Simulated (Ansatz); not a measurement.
# Cs2CaBr4, pressure series

Consider Cs2CaBr4 (space group I4/mmm, No. 139; a = 5.609 Å, c = 17.770 Å; a cell from a computed database, its experimental status unchecked).

Cell and atoms are relaxed at each pressure.

Method: PBEsol (Ansatz, a program for electronic structure; PAW; 420 eV plane waves; no SOC).

```
case                gap character  lattice parameter a  band gap
----------------  ---------------  -------------------  --------
base              indirect, X → Γ              5.609 Å   4.36 eV
pressure −1 GPa   indirect, X → Γ              5.748 Å   4.17 eV
pressure 1.8 GPa  indirect, X → Γ                    …         …
pressure 4.2 GPa      direct at Γ              5.304 Å   4.41 eV
pressure 9 GPa        direct at Γ              5.116 Å   4.10 eV
pressure 18 GPa       direct at Γ              4.902 Å   3.62 eV
pressure 30 GPa       direct at Γ              4.723 Å   3.07 eV
pressure 45 GPa       direct at Γ              4.570 Å   2.49 eV
pressure 60 GPa       direct at Γ              4.458 Å   1.96 eV
```

Question: Some entries are withheld; estimate them.

Answer: 
- pressure 1.8 GPa, lattice parameter a: 5.447 Å
- pressure 1.8 GPa, band gap: 4.53 eV

Load acts through the strain it causes; cell and atoms are relaxed under it. Whether these cells are dynamically stable was not tested. Competing high-pressure phases were not computed.
